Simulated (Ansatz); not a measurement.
System: Mo-vacancy pair (Mo on one host Ru site, one Ru site vacant) in hcp Ru (neutral cell). Level of theory: PBE, PAW (plane waves to 420 eV; Ansatz, a program for electronic structure).

Settings: 36 host sites, the relaxed PBE lattice, a 2×2×2 k-point mesh shifted by half a step along c, smearing 0.10 eV, spin-restricted, no image-charge correction. Static, classical nuclei. Forms of the defect that were not tried may lie lower.

Barriers: single points on a 4×4×4 k-point mesh shifted by half a step along c at the bands' geometries (they differ from the bands' own by up to 0.25 eV, and are uncertain by about as much).

Relaxed starting cell (atoms counted from 1):

```
CELL_PARAMETERS angstrom
      8.16420     0.00000     0.00000
     -4.08210     7.07041     0.00000
      0.00000     0.00000     8.58609
ATOMIC_POSITIONS crystal
  Mo 0.10860 0.22092 0.12468
  Ru 0.10997 0.22149 0.62471
  Ru 0.11427 0.55979 0.12469
  Ru 0.10866 0.55462 0.62466
  Ru 0.11105 0.88786 0.12460
  Ru 0.11014 0.88749 0.62461
  Ru 0.44505 0.22371 0.12460
  Ru 0.44648 0.22241 0.62466
  Ru 0.44542 0.55483 0.12466
  Ru 0.44583 0.55514 0.62464
  Ru 0.44322 0.88653 0.12464
  Ru 0.44545 0.88995 0.62462
  Ru 0.77842 0.22285 0.62467
  Ru 0.77707 0.55574 0.12471
  Ru 0.77828 0.55399 0.62469
  Ru 0.77668 0.88545 0.12463
  Ru 0.77815 0.88761 0.62464
  Ru 0.22237 0.11014 0.37572
  Ru 0.22234 0.11014 0.87352
  Ru 0.22109 0.44420 0.37664
  Ru 0.22108 0.44426 0.87249
  Ru 0.22283 0.77923 0.37509
  Ru 0.22276 0.77915 0.87427
  Ru 0.55957 0.11258 0.37340
  Ru 0.55963 0.11260 0.87602
  Ru 0.55598 0.44316 0.37429
  Ru 0.55597 0.44318 0.87499
  Ru 0.55596 0.77870 0.37519
  Ru 0.55594 0.77866 0.87426
  Ru 0.88617 0.11088 0.37549
  Ru 0.88605 0.11082 0.87378
  Ru 0.88768 0.43937 0.37193
  Ru 0.88769 0.43951 0.87692
  Ru 0.89019 0.77807 0.37425
  Ru 0.89018 0.77804 0.87512
```

End state 1 differs by these moves (Å; atoms that move under 0.08 Å are left out):

```csv
atom,element,Δx,Δy,Δz
1,Mo,-2.69,0.00,0.00
```

Question: What is the computed forward and backward barriers to end state 1 (PBE, PAW)?

Answer: forward 1.97 eV, backward 1.97 eV; at the saddle point atom 1 has neighbours Ru at 2.44, 2 Ru at 2.46, Ru at 2.61, 4 Ru at 2.88 Å. The program found a first-order saddle point.
